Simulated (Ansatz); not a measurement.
## Si well of 8 atomic layers along [001] in random Si0.7Ge0.3, interfaces graded over 8 layers

Prepared with Tersoff's 1989 multicomponent potential (SiCGe.tersoff) (LAMMPS): minimisation. Geometry as solved with Ansatz (a first-principles code) with PBE, support functions at accuracy medium on the grid of 370 eV.

```xyz
576
Lattice="16.67 0.00 0.00 0.00 16.67 0.00 0.00 0.00 44.16" Properties=species:S:1:pos:R:3 pbc="T T T"
Si     0.02    -0.03     0.01
Ge     1.39     1.41     1.40
Si     2.78     2.80    -0.04
Si     4.11     4.16     1.38
Si     2.79     0.03     2.81
Si     4.14     1.37     4.22
Si    -0.03     2.81     2.80
Si     1.37     4.16     4.18
Ge    -0.04     0.05     5.57
Si     1.37     1.44     6.96
Si     2.74     2.76     5.55
Ge     4.14     4.14     6.99
Ge     2.79     0.04     8.36
Si     4.20     1.43     9.76
Si     0.00     2.79     8.36
Si     1.37     4.17     9.74
Si     0.01     0.02    11.12
Si     1.39     1.42    12.47
Si     2.77     2.80    11.10
Si     4.13     4.21    12.47
Si     2.76     0.06    13.86
Si     4.14     1.38    15.26
Si     0.03     2.80    13.84
Si     1.42     4.15    15.22
Si     0.01     0.00    16.66
Si     1.40     1.39    17.99
Si     2.78     2.78    16.62
Si     4.16     4.18    17.97
Si     2.78    -0.01    19.35
Si     4.16     1.38    20.71
Si     0.01     2.77    19.35
Si     1.39     4.16    20.70
Si     0.01    -0.01    22.08
Si     1.39     1.38    23.45
Si     2.75     2.75    22.05
Ge     4.17     4.17    23.43
Si     2.78    -0.01    24.81
Si     4.16     1.39    26.17
Si     0.01     2.79    24.80
Si     1.39     4.18    26.16
Si     0.02    -0.01    27.55
Si     1.40     1.39    28.90
Si     2.75     2.76    27.51
Ge     4.16     4.15    28.93
Si     2.77     0.04    30.30
Si     4.19     1.37    31.65
Si     0.02     2.76    30.26
Ge     1.38     4.21    31.64
Si     0.00    -0.02    33.13
Si     1.38     1.35    34.48
Ge     2.78     2.74    33.07
Ge     4.19     4.19    34.48
Si     2.78    -0.02    35.83
Si     4.20     1.35    37.19
Si     0.01     2.73    35.83
Ge     1.36     4.20    37.19
Si    -0.02    -0.05    38.56
Ge     1.36     1.35    40.00
Ge     2.80     2.75    38.58
Ge     4.19     4.19    40.02
Si     2.79    -0.03    41.40
Si     4.14     1.40    42.75
Si     0.02     2.82    41.39
Si     1.39     4.18    42.76
Si     0.00     5.53    -0.01
Si     1.39     6.90     1.35
Si     2.76     8.28    -0.02
Ge     4.18     9.72     1.34
Si     2.72     5.52     2.75
Ge     4.11     6.95     4.15
Ge     0.00     8.30     2.78
Si     1.40     9.69     4.20
Si     0.02     5.53     5.59
Si     1.38     6.93     6.97
Si     2.73     8.33     5.60
Si     4.16     9.68     6.94
Si     2.74     5.57     8.38
Si     4.14     6.94     9.72
Si     0.03     8.29     8.39
Si     1.39     9.67     9.77
Si     0.01     5.55    11.13
Si     1.39     6.94    12.50
Si     2.78     8.31    11.13
Si     4.13     9.72    12.50
Si     2.77     5.57    13.87
Si     4.15     6.94    15.25
Si     0.01     8.34    13.87
Si     1.39     9.72    15.25
Ge     0.01     5.56    16.61
Si     1.41     6.98    18.01
Si     2.78     8.35    16.62
Si     4.16     9.73    17.99
Si     2.78     5.56    19.34
Si     4.17     6.95    20.70
Si     0.00     8.35    19.35
Si     1.38     9.73    20.72
Si     0.02     5.56    22.06
Si     1.41     6.93    23.41
Si     2.78     8.33    22.06
Si     4.16     9.72    23.42
Si     2.76     5.58    24.82
Si     4.14     6.98    26.15
Ge     0.00     8.34    24.79
Si     1.44     9.73    26.17
Si     0.03     5.59    27.53
Si     1.39     6.98    28.91
Si     2.79     8.35    27.55
Si     4.16     9.73    28.93
Si     2.79     5.63    30.28
Si     4.17     6.98    31.67
Si     0.00     8.35    30.30
Si     1.39     9.73    31.67
Si     0.01     5.61    33.05
Si     1.42     6.96    34.40
Si     2.78     8.36    33.04
Si     4.13     9.72    34.46
Si     2.77     5.62    35.82
Si     4.14     6.96    37.22
Ge     0.01     8.36    35.82
Si     1.42     9.75    37.23
Si    -0.01     5.59    38.64
Si     1.39     6.96    39.99
Si     2.76     8.34    38.61
Si     4.09     9.72    40.00
Si     2.74     5.58    41.39
Si     4.12     6.91    42.78
Si     0.04     8.31    41.40
Si     1.42     9.68    42.77
Ge     0.01    11.08     0.01
Si     1.35    12.52     1.42
Ge     2.75    13.87    -0.03
Ge     4.18    15.32     1.39
Ge     2.76    11.12     2.81
Si     4.19    12.47     4.21
Si    -0.04    13.90     2.76
Ge     1.38    15.28     4.14
Ge     0.03    11.15     5.53
Si     1.41    12.51     6.96
Ge     2.83    13.89     5.60
Si     4.22    15.30     6.99
Ge     2.77    11.09     8.36
Si     4.15    12.53     9.76
Ge     0.02    13.94     8.33
Si     1.40    15.31     9.78
Si     0.03    11.05    11.15
Si     1.38    12.48    12.50
Si     2.74    13.88    11.12
Ge     4.16    15.30    12.50
Si     2.77    11.11    13.88
Si     4.16    12.49    15.26
Si    -0.02    13.86    13.84
Ge     1.39    15.27    15.24
Si     0.01    11.12    16.61
Si     1.39    12.50    17.98
Si     2.79    13.86    16.63
Si     4.15    15.26    17.99
Si     2.77    11.11    19.36
Si     4.16    12.50    20.71
Si     0.00    13.89    19.35
Si     1.39    15.28    20.71
Si     0.00    11.12    22.07
Si     1.40    12.50    23.43
Si     2.78    13.89    22.07
Si     4.16    15.28    23.43
Si     2.79    11.11    24.79
Si     4.15    12.50    26.16
Si     0.01    13.88    24.79
Si     1.38    15.28    26.16
Ge     0.00    11.11    27.54
Si     1.41    12.52    28.93
Si     2.75    13.88    27.52
Ge     4.15    15.28    28.92
Si     2.77    11.12    30.30
Si     4.14    12.50    31.67
Si    -0.01    13.87    30.28
Ge     1.39    15.27    31.70
Si     0.01    11.12    33.04
Si     1.38    12.49    34.44
Si     2.78    13.85    33.08
Si     4.12    15.29    34.41
Si     2.76    11.12    35.82
Si     4.11    12.52    37.19
Si     0.01    13.88    35.82
Si     1.39    15.27    37.20
Si     0.03    11.13    38.56
Ge     1.41    12.52    40.00
Si     2.79    13.93    38.58
Si     4.16    15.29    39.97
Si     2.78    11.08    41.41
Si     4.18    12.48    42.74
Si     0.00    13.95    41.35
Si     1.37    15.30    42.74
Si     5.54     0.07    -0.03
Si     6.94     1.40     1.35
Si     8.37     2.75     0.04
Si     9.77     4.14     1.37
Ge     8.31    -0.01     2.75
Ge     9.73     1.44     4.17
Ge     5.53     2.77     2.79
Si     6.95     4.12     4.20
Si     5.54     0.01     5.58
Si     6.92     1.37     6.96
Si     8.28     2.75     5.59
Ge     9.69     4.14     6.98
Si     8.31    -0.01     8.31
Ge     9.70     1.43     9.70
Si     5.58     2.75     8.37
Si     6.91     4.17     9.73
Si     5.58     0.02    11.09
Si     6.94     1.41    12.45
Si     8.31     2.83    11.12
Si     9.72     4.19    12.48
Ge     8.30     0.01    13.89
Si     9.71     1.42    15.27
Ge     5.54     2.80    13.86
Si     6.96     4.19    15.26
Si     5.51    -0.03    16.60
Ge     6.93     1.38    17.98
Si     8.35     2.81    16.61
Si     9.74     4.18    17.99
Si     8.34    -0.02    19.37
Si     9.72     1.39    20.70
Si     5.53     2.80    19.37
Si     6.95     4.17    20.70
Si     5.55     0.00    22.08
Si     6.94     1.39    23.42
Si     8.33     2.78    22.07
Si     9.72     4.17    23.42
Si     8.34     0.05    24.79
Si     9.71     1.40    26.18
Si     5.57     2.75    24.81
Si     6.98     4.14    26.14
Si     5.56     0.04    27.55
Si     6.96     1.40    28.92
Si     8.33     2.78    27.54
Si     9.68     4.14    28.94
Si     8.35     0.01    30.27
Si     9.72     1.38    31.68
Si     5.58     2.75    30.31
Si     6.94     4.17    31.65
Si     5.50    -0.01    33.05
Ge     6.93     1.39    34.43
Si     8.32     2.78    33.00
Ge     9.72     4.18    34.43
Si     8.32    -0.05    35.81
Ge     9.70     1.38    37.20
Si     5.58     2.78    35.88
Si     6.94     4.17    37.24
Si     5.56     0.00    38.61
Si     6.93     1.39    39.99
Si     8.30     2.78    38.63
Si     9.70     4.10    40.01
Si     8.33     0.07    41.38
Si     9.72     1.39    42.79
Si     5.55     2.73    41.39
Ge     6.92     4.12    42.83
Si     5.46     5.53     0.00
Ge     6.89     6.92     1.38
Ge     8.34     8.36    -0.01
Si     9.72     9.74     1.43
Ge     8.34     5.49     2.78
Ge     9.72     6.99     4.18
Si     5.54     8.34     2.78
Ge     6.94     9.72     4.20
Ge     5.58     5.56     5.57
Si     6.96     6.96     6.99
Si     8.33     8.34     5.64
Si     9.71     9.72     6.99
Si     8.28     5.55     8.37
Ge     9.71     6.93     9.75
Si     5.52     8.30     8.33
Ge     6.92     9.73     9.74
Si     5.51     5.54    11.07
Ge     6.92     6.93    12.50
Si     8.33     8.35    11.14
Si     9.73     9.73    12.47
Si     8.35     5.54    13.89
Si     9.71     6.92    15.26
Si     5.49     8.33    13.88
Ge     6.91     9.69    15.29
Si     5.56     5.56    16.61
Si     6.94     6.93    18.00
Si     8.35     8.29    16.65
Si     9.70     9.69    18.01
Si     8.34     5.55    19.35
Si     9.72     6.94    20.73
Si     5.56     8.34    19.34
Si     6.94     9.72    20.71
Si     5.58     5.58    22.04
Si     6.94     6.95    23.42
Si     8.34     8.34    22.08
Si     9.74     9.74    23.43
Si     8.31     5.54    24.76
Ge     9.71     6.96    26.16
Si     5.53     8.32    24.77
Ge     6.93     9.73    26.17
Ge     5.59     5.58    27.51
Si     6.97     6.97    28.95
Si     8.34     8.35    27.60
Si     9.75     9.73    28.93
Si     8.33     5.56    30.30
Si     9.72     6.95    31.65
Si     5.56     8.35    30.29
Si     6.96     9.70    31.65
Si     5.55     5.55    33.00
Ge     6.93     6.94    34.43
Si     8.33     8.32    33.00
Ge     9.75     9.71    34.38
Si     8.31     5.55    35.86
Si     9.71     6.95    37.18
Si     5.49     8.33    35.82
Ge     6.93     9.71    37.21
Si     5.55     5.58    38.55
Ge     6.96     6.97    39.94
Si     8.39     8.35    38.57
Si     9.76     9.71    39.95
Ge     8.35     5.54    41.40
Si     9.76     6.96    42.77
Ge     5.51     8.35    41.40
Si     6.93     9.75    42.78
Si     5.58    11.15    -0.03
Si     6.97    12.47     1.39
Ge     8.35    13.89     0.00
Si     9.76    15.31     1.36
Si     8.34    11.12     2.77
Si     9.69    12.51     4.14
Ge     5.59    13.86     2.81
Si     6.92    15.32     4.20
Si     5.51    11.08     5.60
Ge     6.92    12.49     7.00
Ge     8.34    13.93     5.57
Si     9.74    15.29     7.00
Si     8.37    11.11     8.37
Si     9.74    12.51     9.72
Si     5.54    13.92     8.40
Si     6.95    15.31     9.71
Si     5.48    11.12    11.12
Ge     6.91    12.53    12.46
Si     8.33    13.90    11.05
Ge     9.74    15.23    12.50
Ge     8.36    11.12    13.88
Si     9.73    12.54    15.28
Si     5.53    13.89    13.92
Si     6.90    15.26    15.28
Si     5.52    11.13    16.66
Si     6.93    12.50    18.00
Si     8.31    13.89    16.64
Si     9.71    15.25    18.02
Si     8.32    11.11    19.35
Si     9.72    12.49    20.70
Si     5.55    13.90    19.35
Si     6.93    15.28    20.71
Si     5.55    11.11    22.07
Si     6.93    12.49    23.43
Si     8.30    13.86    22.05
Ge     9.72    15.27    23.42
Si     8.36    11.13    24.79
Si     9.74    12.49    26.18
Si     5.53    13.87    24.78
Ge     6.95    15.29    26.16
Si     5.50    11.12    27.54
Ge     6.95    12.48    28.93
Si     8.37    13.88    27.55
Si     9.73    15.27    28.92
Si     8.36    11.08    30.32
Si     9.73    12.49    31.67
Si     5.53    13.87    30.32
Ge     6.95    15.28    31.68
Ge     5.57    11.10    33.06
Si     6.97    12.54    34.41
Si     8.38    13.87    33.07
Si     9.72    15.26    34.46
Ge     8.36    11.16    35.81
Si     9.77    12.52    37.22
Ge     5.54    13.92    35.81
Si     6.93    15.32    37.21
Ge     5.49    11.13    38.63
Si     6.90    12.53    40.00
Ge     8.31    13.89    38.58
Ge     9.73    15.33    40.00
Ge     8.33    11.11    41.35
Si     9.73    12.49    42.76
Si     5.51    13.89    41.35
Ge     6.91    15.32    42.73
Si    11.12     0.02    -0.01
Si    12.51     1.38     1.40
Si    13.89     2.77     0.06
Si    15.29     4.17     1.39
Si    13.90     0.02     2.78
Si    15.25     1.44     4.15
Si    11.17     2.80     2.75
Si    12.55     4.13     4.15
Ge    11.17     0.01     5.61
Si    12.56     1.43     6.99
Si    13.91     2.79     5.57
Si    15.29     4.16     6.97
Si    13.91     0.02     8.35
Si    15.31     1.38     9.73
Si    11.17     2.79     8.35
Si    12.54     4.14     9.75
Ge    11.16     0.01    11.10
Si    12.58     1.39    12.49
Si    13.94     2.77    11.12
Si    15.30     4.17    12.49
Si    13.91    -0.02    13.87
Ge    15.29     1.41    15.26
Ge    11.14     2.78    13.86
Si    12.53     4.20    15.26
Ge    11.12    -0.01    16.63
Si    12.52     1.41    18.02
Si    13.87     2.82    16.65
Si    15.28     4.15    18.02
Si    13.91     0.00    19.35
Si    15.30     1.39    20.72
Si    11.12     2.79    19.36
Si    12.51     4.18    20.71
Si    11.12     0.00    22.02
Ge    12.49     1.42    23.41
Si    13.93     2.82    22.05
Si    15.30     4.18    23.43
Ge    13.92    -0.02    24.82
Si    15.33     1.40    26.20
Si    11.08     2.81    24.82
Si    12.53     4.15    26.13
Si    11.07    -0.03    27.52
Ge    12.50     1.38    28.89
Si    13.90     2.78    27.49
Ge    15.28     4.19    28.91
Si    13.91    -0.04    30.26
Ge    15.32     1.35    31.66
Si    11.06     2.77    30.29
Ge    12.46     4.22    31.65
Si    11.08    -0.01    33.08
Si    12.48     1.32    34.46
Ge    13.85     2.75    33.06
Ge    15.33     4.17    34.44
Si    13.89    -0.03    35.83
Si    15.31     1.34    37.18
Si    11.12     2.73    35.79
Ge    12.49     4.14    37.18
Si    11.14    -0.02    38.56
Ge    12.48     1.37    39.99
Ge    13.97     2.77    38.61
Si    15.33     4.21    40.03
Ge    13.91    -0.06    41.39
Ge    15.31     1.41    42.81
Si    11.07     2.76    41.39
Ge    12.51     4.16    42.78
Si    11.09     5.56    -0.01
Ge    12.51     6.93     1.40
Si    13.94     8.32    -0.01
Si    15.26     9.71     1.40
Si    13.93     5.51     2.79
Si    15.31     6.85     4.17
Si    11.10     8.37     2.75
Ge    12.52     9.75     4.13
Ge    11.14     5.52     5.54
Ge    12.52     6.92     7.02
Ge    13.93     8.28     5.53
Ge    15.33     9.70     6.97
Si    13.94     5.52     8.40
Si    15.31     6.92     9.75
Si    11.08     8.34     8.34
Ge    12.47     9.70     9.77
Si    11.15     5.53    11.12
Si    12.55     6.89    12.47
Si    13.93     8.29    11.13
Si    15.29     9.70    12.50
Si    13.92     5.55    13.87
Si    15.28     6.97    15.21
Ge    11.14     8.31    13.86
Si    12.55     9.73    15.23
Si    11.10     5.55    16.60
Ge    12.51     6.96    17.98
Si    13.93     8.36    16.58
Si    15.30     9.73    17.97
Si    13.92     5.55    19.37
Si    15.30     6.95    20.71
Si    11.09     8.35    19.38
Si    12.50     9.74    20.71
Si    11.12     5.56    22.08
Si    12.51     6.96    23.43
Si    13.89     8.34    22.06
Si    15.26     9.75    23.41
Si    13.90     5.56    24.80
Si    15.26     6.93    26.20
Si    11.14     8.37    24.78
Si    12.52     9.73    26.17
Ge    11.15     5.53    27.58
Si    12.53     6.99    28.95
Si    13.89     8.34    27.55
Si    15.26     9.71    28.94
Si    13.91     5.62    30.31
Si    15.29     6.99    31.70
Si    11.12     8.35    30.30
Si    12.51     9.73    31.66
Si    11.10     5.63    33.06
Si    12.50     7.00    34.40
Si    13.89     8.37    33.05
Si    15.28     9.76    34.41
Ge    13.90     5.62    35.82
Si    15.30     6.97    37.26
Si    11.12     8.30    35.81
Ge    12.52     9.72    37.20
Ge    11.06     5.53    38.61
Ge    12.53     6.94    40.01
Si    13.92     8.33    38.60
Ge    15.32     9.73    39.99
Si    13.95     5.56    41.41
Si    15.32     6.94    42.78
Si    11.10     8.34    41.37
Ge    12.54     9.71    42.75
Ge    11.13    11.14     0.03
Si    12.56    12.53     1.40
Si    13.89    13.94     0.05
Si    15.28    15.31     1.40
Si    13.93    11.15     2.75
Si    15.26    12.54     4.15
Ge    11.15    13.92     2.79
Si    12.57    15.31     4.18
Ge    11.08    11.15     5.58
Si    12.49    12.58     6.94
Si    13.90    13.91     5.55
Si    15.24    15.30     6.95
Ge    13.86    11.13     8.32
Ge    15.32    12.48     9.77
Si    11.12    13.91     8.35
Si    12.52    15.29     9.68
Si    11.09    11.14    11.14
Si    12.48    12.48    12.53
Ge    13.87    13.92    11.15
Si    15.31    15.31    12.51
Si    13.91    11.10    13.86
Si    15.28    12.49    15.23
Si    11.14    13.86    13.92
Si    12.54    15.26    15.23
Ge    11.13    11.11    16.64
Si    12.54    12.53    18.01
Si    13.92    13.89    16.61
Si    15.29    15.28    17.99
Si    13.91    11.11    19.35
Si    15.29    12.50    20.70
Si    11.12    13.88    19.35
Si    12.51    15.28    20.70
Si    11.12    11.12    22.07
Si    12.50    12.50    23.43
Si    13.89    13.88    22.06
Si    15.31    15.25    23.41
Si    13.89    11.11    24.79
Si    15.28    12.50    26.12
Si    11.13    13.86    24.82
Si    12.46    15.27    26.18
Si    11.12    11.10    27.55
Si    12.48    12.46    28.94
Ge    13.88    13.87    27.55
Si    15.31    15.28    28.92
Si    13.89    11.11    30.30
Si    15.29    12.49    31.66
Si    11.09    13.86    30.27
Ge    12.50    15.26    31.67
Si    11.15    11.12    33.00
Ge    12.52    12.51    34.44
Si    13.95    13.89    33.05
Si    15.29    15.26    34.46
Si    13.94    11.12    35.82
Si    15.31    12.50    37.20
Si    11.12    13.92    35.85
Si    12.53    15.27    37.21
Si    11.12    11.13    38.61
Si    12.53    12.49    39.95
Si    13.91    13.86    38.57
Si    15.29    15.24    39.93
Si    13.89    11.14    41.34
Ge    15.26    12.56    42.75
Ge    11.16    13.88    41.40
Si    12.51    15.28    42.84
```
